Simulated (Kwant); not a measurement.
Model system: six-terminal Hall bar in a In0.53Ga0.47As two-dimensional gas. Effective mass 0.041 mₑ, grid spacing 7.7 nm, hard walls, nominal width 200 nm (25 grid rows, so walls 200.2 nm apart), one parabolic valley, scattering region 520 nm long along x; energies count from the band bottom; Fermi energy 0.00622 eV. Four side probes 100 nm wide, two on each edge; current runs along x; the sign of the Hall resistance is a convention. Perpendicular field swept from 0.18357 to 3.7449 T, also in the leads; orbital effect alone.

Constants are typed, rounded textbook-type inputs, not results; the design itself was drawn at random and stands for no fabricated device.

Kwant, effective-mass tight-binding model on a square grid, one spin, coherent transport at 0 K. Resistances are in h/e².

**Question.** How many Landau levels lie under the Fermi energy, and what Hall resistance follows, at 6.22 meV and 0.968 T; 6.22 meV and 2.48 T; 6.22 meV and 2.78 T; 6.22 meV and 3.08 T?

**Answer.** ħωc = ħeB/m = 2.82 meV a tesla; levels lie at (n + ½)ħωc. E/ħωc = 2.28 gives 2 levels and h/(2e²) = 0.500; simulated 0.500. E/ħωc = 0.89 gives 1 level and h/(1e²) = 1.000; simulated 1.000. E/ħωc = 0.79 gives 1 level and h/(1e²) = 1.000; simulated 1.000. E/ħωc = 0.72 gives 1 level and h/(1e²) = 1.000; simulated 1.000.
